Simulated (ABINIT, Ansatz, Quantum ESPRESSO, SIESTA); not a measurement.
# Code comparison for RbTeO3 (Pm-3m, 5 atoms in the cell)

Self-consistent single point.

```
RbTeO3
1.0
    4.16775     0.00000     0.00000
    0.00000     4.16775     0.00000
    0.00000     0.00000     4.16775
Rb Te O
1 1 3
Direct
  0.00000   0.00000   0.00000
  0.50000   0.50000   0.50000
  0.50000   0.50000   0.00000
  0.00000   0.50000   0.50000
  0.50000   0.00000   0.50000
```

Shared settings, as Ansatz (a program for electronic structure) writes them: kpoints.mp_grid.grid = 4 4 4; scf.occupations.method = gaussian; scf.occupations.width = 0.0073 Ry. Potentials and cutoffs stand in the table.

| code | model | pressure (GPa) | cutoff |
|---|---|---|---|
| Ansatz | PBEsol, PAW files made with PBE | -4.75 | default |
| Quantum ESPRESSO | PBEsol, GBRV 1.5 ultrasoft (PBESOL) pseudopotentials | 0.26 | 40 Ry |
| SIESTA | GGA PBEsol, numerical atomic orbitals DZP, PseudoDojo PBEsol standard norm-conserving potentials (rewritten from UPF to PSML) | 1.23 | grid 400 Ry |
| ABINIT | PBEsol, norm-conserving pseudopotentials (PseudoDojo nc-sr-04 PBEsol standard) | -4.67 | 42 Ha |

On Ansatz's run: spin-orbit coupling is off.

The spread over the programs that give each value: pressure within 5.98 GPa.

SIESTA uses small atom-centred bases, whose incompleteness enters pressures, forces and empty levels differently from a plane-wave cutoff. Ansatz's pressure is given at a fixed set of plane waves, as the other plane-wave codes print theirs; with its correction for the finite basis it is -4.41 GPa (the shift of 0.33 GPa shows how far the cutoff is from converged). In the pressure, Quantum ESPRESSO (by 4.93) and SIESTA (by 5.91) lie more than 1 GPa from the median of the plane-wave programs.

On the base mesh (6 6 6) the same programs gave: Ansatz pressure -4.47 GPa; Quantum ESPRESSO pressure 0.56 GPa; ABINIT pressure -4.40 GPa; SIESTA pressure 1.65 GPa.

The starting cell comes from a database of computed structures (which also holds hypothetical and non-ambient phases and stackings), without a prior relaxation at this level. Its lattice was rescaled by a random factor within 2.5 % of one.

Left out of this page: GPAW and FLEUR (not drawn, or without a comparable value); CP2K (on another mesh).

Keys are those of Ansatz 0.2.
